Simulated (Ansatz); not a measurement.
Reference: CaTiO$_{3}$ (Pm-3m), PBEsol, rigid bands (plane waves, PAW, scalar-relativistic; Ansatz, a program for electronic structure); geometry: cell and atoms relaxed with PBEsol.

```
CaTiO3
1.0
    3.84103     0.00000     0.00000
    0.00000     3.84103     0.00000
    0.00000     0.00000     3.84103
Ca Ti O
1 1 3
Direct
  0.50000   0.50000   0.50000
  0.00000   0.00000   0.00000
  0.00000   0.50000   0.00000
  0.50000   0.00000   0.00000
  0.00000   0.00000   0.50000
```

band gap: 1.89 eV
electron conductivity mass: 0.61 mₑ
hole conductivity mass: 1.82 mₑ
Seebeck coefficient, n-type 1e19 cm⁻³: -385 μV/K

Task: Swap Ca for Sr, keeping the structure type. How do these values move?

Result: SrTiO₃ (Pm-3m): volume per atom 11.3 to 11.8 Å³; band gap stays about the same (1.89 eV to 1.85 eV); electron conductivity mass stays about the same (0.61 mₑ to 0.62 mₑ); hole conductivity mass stays about the same (1.82 mₑ to 1.81 mₑ); Seebeck coefficient, n-type 1e19 cm⁻³ stays about the same (-385 μV/K to -393 μV/K).

Moves up to 5 % count as about the same. Masses are for dilute carriers at 300 K, harmonic means over directions unless an axis is named. Seebeck coefficients are for the stated density at 300 K, with one relaxation time for all states and whether or not that doping can be reached. Spin-orbit coupling is left out.

CaTiO3 (Pm-3m): a high-temperature phase held by its symmetry.
